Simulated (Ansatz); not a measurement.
ZrC (P6₃/mmc, No. 194, 4 atoms in the cell; start mp-1014307; a measured phase of this formula has another space group), treated with LDA (plane waves, PAW; Ansatz, a program for electronic structure).

Settings: plane-wave cutoff 520 eV, 18×18×10 k mesh (along the axes of the cell as run), Fermi–Dirac smearing 0.05 eV, scalar-relativistic PAW data made under PBE.

Cell (relaxed at this level):

ZrC has the hexagonal space group P6₃/mmc (No. 194), the NiAs type structure, Pearson symbol hP4. Lattice parameters: a = b = 3.327 Å, c = 5.207 Å, α = β = 90.00°, γ = 120.00°. Zr on 2c is surrounded by 6 C at 2.321 Å. C on 2a is surrounded by 6 Zr at 2.321 Å (octahedral). (Neighbours: up to the widest gap in distance over summed covalent radii, below 1.35, at either atom; cation-cation and far metal-metal contacts left out.)

**Question.** What does this level give for the bulk modulus?

**Answer.** 
bulk modulus: 245 GPa

The run finds no gap.

Note: the bulk modulus is −V dP/dV from two relaxed cells at ±2 % in volume; the relaxation could not lower the start's symmetry, so the cell can be a saddle point above a distorted one.

Static lattice: no zero-point or thermal effects.

It cost about 90 core-seconds (a rough figure) of CPU time.

A start named mp-… is a Materials Project structure, which need not be a measured phase.
